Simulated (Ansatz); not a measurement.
Take Cu in the fcc (Cu type) structure (space group Fm-3m, No. 225; a = 3.564 Å) as the base. Axes: x, y, z lie along the cube axes.

Method: Ansatz (an electronic-structure program), PBEsol, PAW, cutoff 420 eV, no spin-orbit coupling.

For the base:

Pressure: 0.0 GPa
Shortest interatomic distance: 2.520 Å

The change: tensor shear ε_yz = −1.53 % (engineering shear γ = -0.0306), atoms relaxed at fixed cell.

Q: Estimate the effect on the pressure, energy relative to the base and shortest interatomic distance.

A: The pressure (mean of the normal stresses, compression positive) goes from zero to 0.2 GPa; the energy grows by 3.4 meV/atom; the shortest interatomic distance shrinks by 0.039 Å to 2.481 Å.

Without a gap, meshes like the base's 22×22×22 leave anisotropic stresses uncertain by several tenths of a GPa, and small strain energies with them. The cells carry an imposed strain or load. Stability against distortions was not tested. All final runs are without spin polarisation.
